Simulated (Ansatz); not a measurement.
Candidates (primitive cells; geometry: cell and atoms relaxed with PBEsol):
A. InP (F-43m), a = b = c = 4.1569 Å, α = β = γ = 60.00°
B. RuP$_{2}$ (Pnnm), a = 5.103 Å, b = 5.869 Å, c = 2.862 Å, α = β = γ = 90.00°
C. AlP (F-43m), a = b = c = 3.8682 Å, α = β = γ = 60.00°

Problem. Rank these by electron conductivity mass (highest first), as Ansatz (a program for electronic structure) with PBEsol, rigid bands gives it.

Solution. B (0.71 mₑ), C (0.33 mₑ), A (0.056 mₑ)

Masses are for dilute carriers at 300 K, harmonic means over directions unless an axis is named. Spin-orbit coupling is left out.

Formula and space group known from diffraction (Crystallography Open Database), not checked to be the room-temperature form: RuP2 (Pnnm).
